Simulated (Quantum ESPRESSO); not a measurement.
## Habitual settings against a tight run: ZnNi (Pm-3m, 2 atoms in the cell)

Self-consistent single point.

```
CELL_PARAMETERS angstrom
      2.94431     0.00000     0.00000
      0.00000     2.94431     0.00000
      0.00000     0.00000     2.94431
ATOMIC_POSITIONS crystal
  Zn 0.50000 0.50000 0.50000
  Ni 0.00000 0.00000 0.00000
```

Method of the run: PBEsol, PSlibrary ultrasoft (PBE) pseudopotentials (plane waves; Quantum ESPRESSO).

Base settings: ecutwfc = 50 Ry; ecutrho = 300 Ry; occupations = smearing; smearing = cold; degauss = 0.0147 Ry; input_dft = pbesol; potentials = {Zn: Zn.pbe-dn-rrkjus_psl.1.0.0.UPF, Ni: Ni.pbe-n-rrkjus_psl.1.0.0.UPF}; K_POINTS = automatic 15 15 15 0 0 0; conv_thr = 1e-11 Ry; mixing_beta = 0.3.

Tight run (finer mesh or higher cutoff; not a proven limit): ecutwfc: 50 Ry → 70 Ry; ecutrho: 300 Ry → 420 Ry; conv_thr: 1e-11 Ry → 7.3e-11 Ry; K_POINTS: automatic 15 15 15 0 0 0 → automatic 21 21 21 0 0 0. It gave Fermi level (on the code's own zero) 11.96 eV; pressure -14.49 GPa.

Quick runs, as changes from the base:
- A: the base itself
- B: ecutwfc: 50 Ry → 35 Ry; ecutrho: 300 Ry → 210 Ry; smearing: cold → gauss; K_POINTS: automatic 15 15 15 0 0 0 → automatic 4 4 4 0 0 0
- C: ecutwfc: 50 Ry → 30 Ry; ecutrho: 300 Ry → 180 Ry; K_POINTS: automatic 15 15 15 0 0 0 → automatic 3 3 3 0 0 0
- D: ecutwfc: 50 Ry → 30 Ry; ecutrho: 300 Ry → 180 Ry; smearing: cold → gauss; degauss: 0.0147 Ry → 0.036749 Ry; K_POINTS: automatic 15 15 15 0 0 0 → automatic 6 6 6 1 1 1
- E: ecutwfc: 50 Ry → 35 Ry; ecutrho: 300 Ry → 210 Ry; smearing: cold → mp; degauss: 0.0147 Ry → 0.0099958 Ry; K_POINTS: automatic 15 15 15 0 0 0 → automatic 8 8 8 1 1 1
- F: ecutwfc: 50 Ry → 25 Ry; ecutrho: 300 Ry → 150 Ry; smearing: cold → fd; degauss: 0.0147 Ry → 0.0099958 Ry; K_POINTS: automatic 15 15 15 0 0 0 → automatic 2 2 2 1 1 1

Energies are extrapolated to zero smearing width, which holds to low order in the width alone (under cold and Methfessel-Paxton smearing the free energy itself is taken).

The count of work is k-points × plane waves × bands × iterations; it is no time. 

The starting cell comes from a database of computed structures (which also holds hypothetical and non-ambient phases and stackings), without a prior relaxation at this level. Its lattice was rescaled by a random factor within 2.5 % of one. Spin polarisation is off. In the base run, with a pressure of about -16 GPa the cell is away from its equilibrium volume at this level.

```
run  energy less tight (meV/atom)  pressure less tight (GPa)  count of work / tight
---  ----------------------------  -------------------------  ---------------------
A                            30.3                      -1.73                   0.23
B                           130.2                      -7.85                  0.013
C                           569.3                     -53.40                 0.0036
D                           609.3                     -54.48                 0.0090
E                           130.3                      -8.01                  0.023
F                          3299.5                    -267.79                0.00094
```

Among the runs at the tight run's level, the energy misses run from 30.3 to 3299.5 meV/atom.
